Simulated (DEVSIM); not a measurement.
System: Pd/HfO2/SiO2/n-Si capacitor, at 400 K.

```tsv
layer (left to right)	material	thickness (nm)	Nd (cm⁻³)
1	HfO2	2.70	-
2	SiO2	0.670	-
3	Si	5000	1.3e16
```

Metal gate on the left, work function 5.2 eV. Fixed charge at the semiconductor interface -8.2e10 cm⁻² (in units of +e); interface traps 1e12 cm⁻² eV⁻¹, uniform in energy, neutral level at 0.7 of the gap above the valence band.

The device is made up for the run: typed textbook-type constants, with dimensions and the other settings drawn at random. Values at 300 K; Nc and Nv go as T^1.5, mobilities as T to minus their exponent, the gap by Varshni's rule with the affinity fixed.

| parameter | HfO2 | SiO2 | Si |
|---|---|---|---|
| gap (eV) | 5.7 | 9 | 1.124 |
| affinity (eV) | 2.5 | 0.9 | 4.05 |
| permittivity | 22 | 3.9 | 11.7 |
| Nc (cm⁻³) | - | - | 2.86e19 |
| Nv (cm⁻³) | - | - | 3.1e19 |
| Varshni α (eV/K) | - | - | 0.000473 |
| Varshni β (K) | - | - | 636 |

Simulated with DEVSIM: 1D Poisson equation in equilibrium, Boltzmann statistics, complete ionisation; no quantum confinement or tunnelling. Metal contacts follow the ideal Schottky-Mott rule: no Fermi-level pinning, no interface dipoles.

**Question.** Tabulate band edges, carrier densities and field at 0.5 V on the gate.

**Answer.** Energies count from the Fermi level of the right contact; mesh points crowd at the junctions.

| x (μm) | Ec (eV) | Ev (eV) | n (cm⁻³) | p (cm⁻³) | field (V/cm) |
|---|---|---|---|---|---|
| 0.000 | 2.200 | -3.500 | < 1e2 | < 1e2 | -37000 |
| 0.001004 | 2.196 | -3.504 | < 1e2 | < 1e2 | -37000 |
| 0.002050 | 2.192 | -3.507 | < 1e2 | < 1e2 | -37000 |
| 0.002915 | 3.785 | -5.215 | < 1e2 | < 1e2 | -210000 |
| 0.003784 | 0.625 | -0.472 | 5.9e11 | 5.4e13 | -35000 |
| 0.005760 | 0.618 | -0.479 | 7.2e11 | 4.5e13 | -35000 |
| 0.01022 | 0.602 | -0.494 | 1.1e12 | 2.9e13 | -34000 |
| 0.02589 | 0.552 | -0.545 | 4.9e12 | 6.5e12 | -31000 |
| 0.05384 | 0.473 | -0.623 | 4.8e13 | 6.7e11 | -25000 |
| 0.1186 | 0.351 | -0.746 | 1.7e15 | 1.9e10 | -13000 |
| 0.2648 | 0.283 | -0.813 | 1.2e16 | 2.7e9 | -690 |
| 0.7788 | 0.280 | -0.816 | 1.3e16 | 2.5e9 | ≈ 0 |
| 1.754 | 0.280 | -0.816 | 1.3e16 | 2.5e9 | ≈ 0 |
| 3.394 | 0.280 | -0.816 | 1.3e16 | 2.5e9 | ≈ 0 |
| 4.441 | 0.280 | -0.816 | 1.3e16 | 2.5e9 | ≈ 0 |
| 4.755 | 0.280 | -0.816 | 1.3e16 | 2.5e9 | ≈ 0 |
| 4.894 | 0.280 | -0.816 | 1.3e16 | 2.5e9 | ≈ 0 |
| 4.955 | 0.280 | -0.816 | 1.3e16 | 2.5e9 | ≈ 0 |
| 4.988 | 0.280 | -0.816 | 1.3e16 | 2.5e9 | ≈ 0 |
| 4.997 | 0.280 | -0.816 | 1.3e16 | 2.5e9 | ≈ 0 |
| 5.001 | 0.280 | -0.816 | 1.3e16 | 2.5e9 | ≈ 0 |
| 5.003 | 0.280 | -0.816 | 1.3e16 | 2.5e9 | ≈ 0 |
